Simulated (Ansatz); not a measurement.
A computed series for ZrS2: pressure series

Start from ZrS₂ in the CdI2 type structure (space group P-3m1, No. 164; layered, stacked along the Cartesian z axis).

```
ZrS2
1.0
    3.63477     0.00000     0.00000
   -1.81739     3.14780     0.00000
    0.00000     0.00000     5.72022
Zr S
1 2
Cartesian
  0.00000   0.00000   0.00000
  0.00000   2.09854   1.46050
  1.81739   1.04927   4.25972
```

Cell and atoms are relaxed at each pressure.

Method: PBE-D3(BJ) in Ansatz (plane waves to 420 eV, PAW, spin-orbit coupling left out).

Notes on the quantities. enthalpy: H = E + PV relative to the base's energy.

| variant | density | band gap | enthalpy | c/a ratio |
|---|---|---|---|---|
| base | 3.94 g/cm³ | 0.66 eV | – | 1.574 |
| pressure −1 GPa | ? | ? | -0.14 eV/atom | ? |
| pressure 0.9 GPa | 4.04 g/cm³ | 0.54 eV | +0.12 eV/atom | 1.557 |
| pressure 2.1 GPa | 4.14 g/cm³ | 0.40 eV | +0.28 eV/atom | 1.542 |
| pressure 4.5 GPa | 4.32 g/cm³ | 0.18 eV | +0.58 eV/atom | 1.525 |
| pressure 9 GPa | 4.58 g/cm³ | zero | +1.13 eV/atom | 1.514 |
| pressure 15 GPa | 4.86 g/cm³ | zero | +1.81 eV/atom | 1.517 |
| pressure 22.5 GPa | 5.17 g/cm³ | zero | +2.61 eV/atom | 1.531 |
| pressure 30 GPa | 5.46 g/cm³ | zero | +3.37 eV/atom | 1.552 |

Q: What belongs in the blanks?

A: 
- pressure −1 GPa, density: 3.80 g/cm³
- pressure −1 GPa, band gap: 0.83 eV
- pressure −1 GPa, c/a ratio: 1.606

A case with no gap was solved on a k-mesh chosen for an insulator, which is coarse for it. Load acts through the strain it causes; cell and atoms are relaxed under it. Whether these cells are dynamically stable was not tested. No other phases were tried under pressure. The final runs are not spin-polarised. A zero or small gap of ZrS2 under pressure 4.5 GPa, ZrS2 under pressure 9 GPa, ZrS2 under pressure 15 GPa and ZrS2 under pressure 22.5 GPa can be the functional's error rather than a property of the material.

Ansatz is a quantum-chemistry and plane-wave program.
